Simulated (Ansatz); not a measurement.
GaAs under load (space group P6_3mc), Ansatz (a quantum-chemistry and plane-wave program) with r2SCAN with spin-orbit coupling, rigid bands. Condition of this run: biaxial stress in the c plane of 2.4 GPa (compression positive) (the target of the relaxation). Band gap 0.97 eV, N_c = 4.73e17 cm⁻³ and N_v = 4.47e18 cm⁻³ at 300 K, conductivity masses along x (a = (3.93, 0.00, 0.00) Å; b = (-1.97, 3.41, 0.00) Å; c = (0.00, 0.00, 6.61) Å) of 0.0827 mₑ (electrons) and 0.252 mₑ (holes). Take k_BT = 0.02585 eV.

Question: What thermal injection velocity √(2k_BT/πm) limits a ballistic channel along the direction named?

Answer: 1.87e7 cm/s for electrons and 1.07e7 cm/s for holes, a ratio of √(m_h/m_e) = 1.75, for dilute carriers.

Question: A film of it is 5 nm thick, with its normal along the direction named. Estimate the confinement energies in an infinite well.

Answer: ħ²π²/(2m t²) = 0.376 eV·nm²/(m/mₑ × t²) gives 182 meV for electrons and 59.7 meV for holes, so the gap would widen to about 1.21 eV. Finite barriers and nonparabolic bands lower this, and with several valleys or bands the heaviest mass along the normal sets the lowest level, not this average.

Question: Find the intrinsic carrier density and the intrinsic Fermi level.

Answer: n_i = √(N_c N_v) exp(−E_g/2k_BT) = 1.45e18 × exp(−18.76) = 1.0e10 cm⁻³. The level lies (k_BT/2) ln(N_v/N_c) = 29 meV from mid-gap (positive towards the conduction band). Each 0.1 eV added to the gap lowers n_i by a factor of 6.9.

Rigid bands with the computed gap; masses take one relaxation time for all states. Geometry: cell and atoms relaxed with PBEsol.
